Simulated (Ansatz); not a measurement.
Start from NaCl in the rock salt structure (space group Fm-3m, No. 225).

```xyz
2
Lattice="0.0000 2.8478 2.8478 2.8478 0.0000 2.8478 2.8478 2.8478 0.0000" Properties=species:S:1:pos:R:3 pbc="T T T"
Na     0.0000     0.0000     0.0000
Cl     2.8478     2.8478     2.8478
```

Calculations: PBE (Ansatz, a program for electronic structure, PAW, no SOC).

Before the change:

The hole mass is 0.65, 2.9, 2.9 mₑ (at Γ).

It is then changed as follows: every lattice vector is shortened by 0.50 %; the atoms relax in the strained cell.

**Question.** What happens to the hole mass?

**Answer.** The hole mass (degenerate bands, along [100]) becomes 0.64, 2.9, 2.9 mₑ (at Γ) (base: 0.65, 2.9, 2.9 mₑ (at Γ)).

**Question.** What happens to the mean gap deformation potential ΔEg/Δln V?

**Answer.** The mean gap deformation potential ΔEg/Δln V is -3.7 eV.

**Question.** What happens to the energy relative to the base?

**Answer.** The energy rises by 0.4 meV/atom.

Masses are band curvatures over ±0.01 Å⁻¹ around the edge. Stability against distortions was not tested.
